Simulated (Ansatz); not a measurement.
The reference is CaO in the rock salt structure (space group Fm-3m, No. 225; a = 4.767 Å). Axes: x, y, z lie along the cube axes.

All numbers come from Ansatz (a first-principles code), PBEsol, PAW, cutoff 420 eV, scalar-relativistic without spin-orbit coupling.

For the base:

```
Property                             Value
---------------------  -------------------
Valence-band top at Γ  0.00, 0.00, 0.00 eV
```

The change: biaxial strain −1.25 %, plane normal [111], relaxed out of plane (Cartesian); in-plane vectors clamped, the third vector and the atoms free.

Question: What happens to the valence-band top at Γ and energy relative to the base?

Answer: The valence-band top at Γ (three highest levels, from the VBM) becomes 0.00, 0.00, -0.07 eV (base: 0.00, 0.00, 0.00 eV); the energy increases by 3.3 meV/atom.

The levels and masses belong to the bands next to the band gap. Whether these cells are dynamically stable was not tested.
